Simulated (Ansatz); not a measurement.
Partial pair distribution functions of a relaxed model of amorphous In9Ga9Zn9O39Sc2, broadened by 0.06 Å; density 5.73 g/cm³. These are PBE, scalar-relativistic without spin-orbit coupling (plane waves to 420 eV, PAW; Ansatz, an electronic-structure program) values and carry that method's errors.

Preparation: random packing, a CHGNet melt and quench, and a DFT relaxation. O atoms were pushed apart under 1.9 Å during the dynamics, to hinder bonds among them. The hot cell started wider than the set density and was brought back towards it in steps. It is the lowest in DFT energy of 2 quenches. It is a model cell: composition and starting density were chosen by hand, and all elements were melted together. No dispersion term was used. Its density started from a set value of 5.73 and ended at 5.73 g/cm³. Cooling (nominally 210 K/ps over its main leg) ran many orders faster than in experiment, which tends to leave more defects and strain. A cell of this size samples the disorder only roughly. The volume was held where the preparation left it and the shape relaxed, at a PBE pressure of 2.7 GPa. Stress components on the final sampling reach 2.8 GPa.

```
r (Å)  g In-O  g Ga-O  g In-In  g Ga-Ga
-----  ------  ------  -------  -------
1.60     0.00    0.00     0.00     0.00
1.70     0.00    0.38     0.00     0.00
1.80     0.00    4.95     0.00     0.00
1.90     0.05    9.32     0.00     0.00
2.00     1.48    4.30     0.00     0.00
2.10     6.63    1.84     0.00     0.00
2.20     7.86    0.52     0.00     0.00
2.30     3.22    0.21     0.00     0.00
2.40     0.56    0.02     0.00     0.00
2.50     0.22    0.02     0.00     0.00
2.60     0.12    0.17     0.00     0.00
2.70     0.21    0.09     0.00     0.00
2.80     0.22    0.05     0.00     0.19
2.90     0.20    0.27     0.00     2.13
3.00     0.09    0.22     0.00     2.99
3.10     0.14    0.20     0.27     0.45
3.20     0.07    0.68     2.63     0.01
3.30     0.25    0.86     4.58     0.46
3.40     0.38    0.29     2.47     1.93
3.50     0.62    0.59     0.83     1.27
3.60     0.86    1.05     0.90     1.17
3.70     0.94    0.92     1.77     1.75
3.80     0.59    1.35     0.94     1.19
3.90     1.36    1.67     0.27     0.16
4.00     1.56    1.22     1.24     0.52
4.10     0.92    0.87     0.63     0.56
4.20     0.94    1.09     0.02     0.65
4.30     1.47    1.25     0.00     0.28
4.40     1.62    1.18     0.02     0.69
4.50     1.43    1.51     0.38     0.83
4.60     1.24    1.74     0.39     0.23
4.70     1.45    1.68     0.03     0.50
```

Within 2.56 Å each In has 5.44 O neighbours on average.
